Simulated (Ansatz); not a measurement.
Ansatz (a first-principles code) is run on Ba2CdOsO6 (Fm-3m, 10 atoms in the cell), and the run fails. The aim is a self-consistent single point with DFT, LDA (PW92), plane waves, default PAW files made with PBE.

Cell that was meant: a = 5.9720 Å, b = 5.9720 Å, c = 5.9720 Å, α = 60.00°, β = 60.00°, γ = 60.00°.

Part of the input:

```yaml
    - [4.222830, 0.000000, 4.222830]
    - [4.222830, 4.222830, 0.000000]
  atoms:
    - { symbol: Ba., position: [0.250000, 0.250000, 0.250000] }
    - { symbol: Ba, position: [0.750000, 0.750000, 0.750000] }
    - { symbol: Cd, position: [0.500000, 0.500000, 0.500000] }
    - { symbol: Os, position: [0.000000, 0.000000, 0.000000], spin: 1.0 }
```

Log, with long lists cut:

```
Error: YAML parse error: error: line 8 column 17: `Ba.` is not an element symbol (H … Og, case-exact)
  --> <input>:8:17
   |
 6 |     - [4.222830, 4.222830, 0.000000]
 7 |   atoms:
 8 |     - { symbol: Ba., position: [0.250000, 0.250000, 0.250000] }
   |                 ^ `Ba.` is not an element symbol (H … Og, case-exact)
 9 |     - { symbol: Ba, position: [0.750000, 0.750000, 0.750000] }
10 |     - { symbol: Cd, position: [0.500000, 0.500000, 0.500000] }
   |
```

Task: Read the log: what does the program object to, and what is the fix?

Result: The fault is a mistyped element symbol. The symbol names no element. To fix it, correct the symbol. The program stopped before any SCF iteration.

An input that runs soundly differs in these lines (not the only fix; some lines may just follow from the change or write a value another way):
```diff
-    - { symbol: Ba., position: [0.250000, 0.250000, 0.250000] }
+    - { symbol: Ba, position: [0.250000, 0.250000, 0.250000] }
```

With that input, the run converged in 15 iterations: free energy E − TS (on the zero of these files) -34130.8843 eV; Fermi level (on the code's own zero) 10.80 eV; pressure -11.79 GPa; largest force (vector length) 0.482 eV/Å; size of the cell's spin moment 2.00 μB (DFT, LDA (PW92), plane waves, default PAW files made with PBE).

On the sound input: the starting cell comes from a database of computed structures (which also holds hypothetical and non-ambient phases and stackings), without a prior relaxation at this level. With one magnetic atom in the cell only a parallel order is possible. With a pressure of about -12 GPa the cell is away from its equilibrium volume at this level. Ansatz's pressure includes its estimate of the finite-basis (Pulay) stress. Without the estimate this run gives -12.45 GPa.
